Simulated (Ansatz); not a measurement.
The reference is TlBr in the CsCl type structure (space group Pm-3m, No. 221).

```yaml
crystal:
  lattice:
    - [3.91453, 0.00000, 0.00000]
    - [0.00000, 3.91453, 0.00000]
    - [0.00000, 0.00000, 3.91453]
  atoms:
    - { symbol: Tl, position: [0.00000, 0.00000, 0.00000] }
    - { symbol: Br, position: [0.50000, 0.50000, 0.50000] }
```

Method: plane-wave PAW DFT at the PBEsol level (Ansatz, a first-principles code, 420 eV), no spin-orbit coupling.

One change was made to it. Results:

```tsv
quantity	base	after
band gap	1.59 eV	1.16 eV
shortest interatomic distance	3.390 Å	3.255 Å
```

Name the change that was made.
(A) pressure 4.5 GPa
(B) pressure −2 GPa
(C) pressure −1 GPa
(D) pressure 2.1 GPa
(E) pressure 22.5 GPa

A, pressure 4.5 GPa. For comparison, the band gap in the other runs: pressure −2 GPa gives 1.85 eV; pressure 22.5 GPa gives zero; pressure 2.1 GPa gives 1.38 eV; pressure −1 GPa gives 1.71 eV.

A case with no gap was solved on a k-mesh chosen for an insulator, which is coarse for it. Spin-orbit coupling, missing from the scalar runs, can matter with Tl. Load acts through the strain it causes; cell and atoms are relaxed under it. Whether these cells are dynamically stable was not tested. No other phases were tried under pressure. The final runs are not spin-polarised. A zero or small gap of TlBr under pressure 22.5 GPa can be the functional's error rather than a property of the material.
